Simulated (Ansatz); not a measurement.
Consider LiNbO3 (space group R3c, No. 161).

```
LiNbO3
1.0
    2.53373     1.46285     4.56243
   -2.53373     1.46285     4.56243
    0.00000    -2.92570     4.56243
Li Nb O
2 2 6
Direct
  0.28114   0.28114   0.28114
  0.78114   0.78114   0.78114
  0.99752   0.99752   0.99752
  0.49752   0.49752   0.49752
  0.10552   0.36572   0.71719
  0.71719   0.10552   0.36572
  0.36572   0.71719   0.10552
  0.21719   0.86572   0.60552
  0.86572   0.60552   0.21719
  0.60552   0.21719   0.86572
```

Cartesian axes are those of the cell as printed.

The values are results of Ansatz (a quantum-chemistry and plane-wave program) LDA, no SOC, not measurements.

The change: the cell is stretched by 2.25 % along z with no lateral relaxation; the atoms relax in the strained cell.

Problem. Predict the stress tensor and what it implies for the stiffness.

Solution. Stress of the strained cell less that of the base (GPa, compression positive):
```
  -1.67    0.00    0.00
   0.00   -1.67    0.00
   0.00    0.00   -5.56
```

Then −Δσ_ii/ε with ε = 0.0225 gives secant stiffness values (nonlinear terms included at this strain): C33 ≈ 247 GPa, C13 ≈ 74 GPa and C23 ≈ 74 GPa.

As a check, the harmonic strain energy −½ V₀ Δσ:ε is 4.0 meV/atom; the computed energy rise is 4.0 meV/atom.

No phonon test of stability was made.
